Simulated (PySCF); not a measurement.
PySCF 2.14.0, PBE0/gth-dzvp, GTH-PBE pseudopotentials, periodic, gdf: diamond-structure Si, 2 atoms. Basis and mesh were picked for this test and aren't claimed converged.

```yaml
cell: 3.84, 3.84, 3.84 Å; 60, 60, 60°
task: energy
method: pbe0
basis: gth-dzvp
pseudo: gth-pbe
k mesh: 2×2×2
mol.max_memory: 64000 MB
mf.init_guess: minao (default)
mf.DIIS: CDIIS (default)
mf.diis_space: 8 (default)
basis functions (base settings): 26
grid points (base settings): 37405
k-points (base settings): 8
```

Hardware: Arm Neoverse V2, 96 cores on 1 socket, no SMT, 1 L3 cache group.

Wall times, medians of two to five repeats, each run alone on the node (launch to exit). Unless noted, each process is bound to its own block of adjacent cores. Build: PyPI wheel: OpenMP (GNU), a bundled serial OpenBLAS 0.3.3 under its C layer, NumPy's threaded OpenBLAS held to generic ARMv8 kernels, libcint, Libxc. Other compilers and libraries give other times. Scratch files lie in a memory file system.

All on 32 threads, 1 BLAS thread. The candidates, on 32 cores each, agree within 1.0 meV/atom in energy:
A. two_electron_scheme = gdf, mol.precision = 1e-06
B. two_electron_scheme = rsdf, mol.precision = 1e-08 (default)
C. two_electron_scheme = mdf, mol.precision = 1e-08 (default)
D. two_electron_scheme = gdf, mol.precision = 1e-08 (default)

Pick the fastest of these ways to run it.

A (two_electron_scheme = gdf, mol.precision = 1e-06), 5.2 s. At the other end C takes 3.6× as long.

| candidate | wall time | repeats | Fock builds (products with the orbital Hessian counted alike) |
|---|---|---|---|
| A | 5.2 s | 2 runs within 1 % | 5 |
| D | 8.3 s | 3 runs within 1 % | 6 |
| B | 14 s | 2 runs within 1 % | 6 |
| C | 19 s | 2 runs within 1 % | 6 |

From the slowest to the fastest: The largest move is in J and K builds: 16 s to 3.4 s. The count of Fock builds goes from 6 to 5.
